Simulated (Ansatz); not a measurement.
## A computed series for Au: response to strain

The reference is Au in the fcc (Cu type) structure (space group Fm-3m, No. 225; a = 4.125 Å; relaxed with 0.1 eV smearing).

Strains are applied to the cell and any free atomic positions relax.

Level of theory: r2SCAN, PAW, 500 eV (Ansatz, a quantum-chemistry and plane-wave program; scalar-relativistic without spin-orbit coupling).

Notes on the quantities. energy relative to the base: free energy F.

```tsv
isotropic strain (%)	energy relative to the base (meV/atom)
0	0.0
0.5	?
1	7.2
1.5	15.8
2	27.4
2.5	41.7
3	58.7
```

Task: Fit ΔE = Aε² + Bε³ (ε in %) to the rows shown and predict the withheld row.

Result: Least squares on the printed values gives A = 7.50 and B = -0.33 meV/atom (largest residual 0.1 meV/atom); this predicts 1.8 meV/atom, and the run gives 1.8 meV/atom, in agreement.

Stability against distortions was not tested.
